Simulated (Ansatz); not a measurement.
**SnSe (Fm-3m, No. 225, 2 atoms in the cell; start mp-2693; a measured phase of this formula has another space group)**

Calculation: G0W0@HSE06 (Ansatz, a program for electronic structure, hard PAW, contour deformation, complete-basis limit).

Numerical settings: largest k mesh 8×8×8 (not extrapolated in the mesh).

Cell (relaxed with PBEsol):

```
SnSe
1.0
    0.00000     2.96646     2.96646
    2.96646     0.00000     2.96646
    2.96646     2.96646     0.00000
Sn Se
1 1
Cartesian
  0.00000   0.00000   0.00000
  2.96646   2.96646   2.96646
```

* **band gap**: 0.53 eV

Note: filled d or f shells below the valence bands can shift G0W0 gaps through exchange with them, which wasn't tested here; GW on a hybrid start was not checked against another program; the gap holds a correction of -0.19 eV to the complete basis.

Spin–orbit coupling is not included.

Computing time: about 2.7 core-hours (a rough figure).

A start named mp-… is a Materials Project structure, which need not be a measured phase.
